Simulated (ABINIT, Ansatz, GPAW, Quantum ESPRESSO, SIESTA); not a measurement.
Code comparison for ZnIr (P-6m2, 2 atoms in the cell)

Self-consistent single point.

```
CELL_PARAMETERS angstrom
      2.77718     0.00000     0.00000
     -1.38859     2.40511     0.00000
      0.00000     0.00000     4.16386
ATOMIC_POSITIONS crystal
  Zn 0.66667 0.33333 0.50000
  Ir 0.00000 0.00000 0.00000
```

All programs got the same cell, k-point mesh and kind of occupations (in Ansatz's words: kpoints.mp_grid.grid = 18 18 11; scf.occupations.method = fermi_dirac; scf.occupations.width = 0.1 eV); potentials, basis and cutoffs are each program's usual ones.

```csv
code,model,pressure (GPa),k-points,cutoff
SIESTA,"LDA PW92, numerical atomic orbitals DZP, PseudoDojo LDA standard norm-conserving potentials (rewritten from UPF to PSML)",-9.29,1800,grid 400 Ry
Ansatz,"LDA (PW92), PAW files made with PBE",-9.18,222,420 eV
Quantum ESPRESSO,"LDA (PZ), PSlibrary ultrasoft (LDA) pseudopotentials",-9.29,222,50 Ry
ABINIT,"LDA (PW92), PAW (JTH v2.0 LDA PAW)",-9.45,222,30 Ha
GPAW,"LDA (Perdew-Wang 92), GPAW PAW datasets LDA (gpaw-data 1.0.1)",-10.04,222,800 eV
```

The spread over the programs that give each value: pressure within 0.86 GPa.

The starting cell comes from a database of computed structures (which also holds hypothetical and non-ambient phases and stackings), without a prior relaxation at this level. On Ansatz's run: Spin-orbit coupling is off. Spin polarisation is off. In the base run, with a pressure of about -9 GPa the cell is away from its equilibrium volume at this level.

Q: Why do the programs differ, and what cannot be compared?

A: Differences of this kind can come from the potentials, where these differ, and from what each basis and cutoff leave unconverged. The valence holds different numbers of electrons (SIESTA 37, Ansatz (a first-principles code) 29, Quantum ESPRESSO 21, ABINIT 27, GPAW 27). The zero of total energies and Fermi levels follows the potentials and each program's conventions, so they are not compared here. SIESTA uses small atom-centred bases, whose incompleteness enters pressures, forces and empty levels differently from a plane-wave cutoff. Ansatz's pressure is given at a fixed set of plane waves, as the other plane-wave codes print theirs; with its correction for the finite basis it is -9.11 GPa. The same LDA comes in different parametrisations, which differ slightly. The programs reduce the same mesh by symmetry to different extents, which changes the work and not the result.

Left out of this page: FLEUR (not drawn, or without a comparable value).

Keys are those of Ansatz 0.2.
